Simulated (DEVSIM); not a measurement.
Structure: Schottky contact on p-type Si, at 300 K.

Layer 1 from the left is Si, thickness (μm) 0.480, Na (cm⁻³) 1.1e16, τn (s) 4.3e-5, τp (s) 4.3e-5.

Left contact: Schottky, work function 4.544 eV, emission velocity 9.6e6 cm/s. Right contact: ohmic. Voltage is applied to the left contact. Recombination: SRH at mid-gap, radiative. Gap narrowing is on: ΔEg = 6.92 meV × (l + √(l² + 0.5)), l = ln(N/1.3e17 cm⁻³), shared equally by both band edges. Mobility is constant in doping.

The device is made up for the run: typed textbook-type constants, with dimensions and the other settings drawn at random. Values at 300 K.

Si: gap (eV) 1.124, affinity (eV) 4.05, permittivity 11.7, Nc (cm⁻³) 2.86e19, Nv (cm⁻³) 3.1e19, μn (cm²/Vs) 1417, μp (cm²/Vs) 470, B (cm³/s) 4.7e-15.

Model (solved in DEVSIM): 1D drift-diffusion, Boltzmann statistics, complete ionisation; no tunnelling, impact ionisation, image-force lowering or self-heating. Metal contacts follow the ideal Schottky-Mott rule: no Fermi-level pinning, no interface dipoles.

Dark forward current:

| |V| (V) | |J| (A/cm²) |
|---|---|
| 0.05 | 0.004610 |
| 0.10 | 0.03529 |
| 0.15 | 0.2380 |
| 0.20 | 1.553 |
| 0.25 | 9.711 |
| 0.30 | 54.02 |
| 0.35 | 223.0 |
| 0.40 | 599.6 |
| 0.45 | 1153 |
| 0.50 | 1817 |
| 0.55 | 2546 |

Task: Work out the local ideality factor n = ΔV / (kT/q · ln(J2/J1)) between the rows 0.15 and 0.20 V, 0.50 and 0.55 V.

Result: kT/q = 25.85 mV. From 0.15 to 0.20 V: ln(1.553/0.2380) = 1.876, n = 1.03, near the 1 of diffusion or emission over a barrier. From 0.50 to 0.55 V: ln(2546/1817) = 0.337, n = 5.73; the layers' resistance at their doping, Σ W/(qμN) = 5.8e-5 Ω cm², would take 42 mV of this step of 50 mV.

Task: Estimate the current at 0.20 V for emission alone, J0 = q v N_band exp(−φB/kT), and read the barrier back from the simulated current.

Result: φB = 0.630 eV, N_band = 3.10e19 cm⁻³, J0 = 0.00124 A/cm²; J = J0 (exp(qV/kT) − 1) = 2.84 A/cm². The simulation gives 1.55 A/cm²; the estimate lies 83 % above. Read backwards, the simulated current gives an apparent barrier of 0.646 eV. The estimate leaves out transport through the depletion region and minority injection.
